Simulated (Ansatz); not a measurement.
The reference is BP in the zinc blende structure (space group F-43m, No. 216; a = 4.491 Å).

Computed with Ansatz (an electronic-structure program) LDA, without spin-orbit coupling.

For the base:

| Item | Result |
|---|---|
| Band gap | 1.14 eV |
| Pressure | -0.01 GPa |

One thing is altered: the cell is scaled by 1.0300 in all directions, atoms relaxed at fixed cell.

### Question
Estimate the effect on the band gap.

### Answer
The band gap grows by 0.11 eV, from 1.14 eV to 1.25 eV.

### Question
Predict the new pressure.

### Answer
The pressure drops by 13.16 GPa to -13.17 GPa.

The cells carry an imposed strain or load. Whether these cells are dynamically stable was not tested.
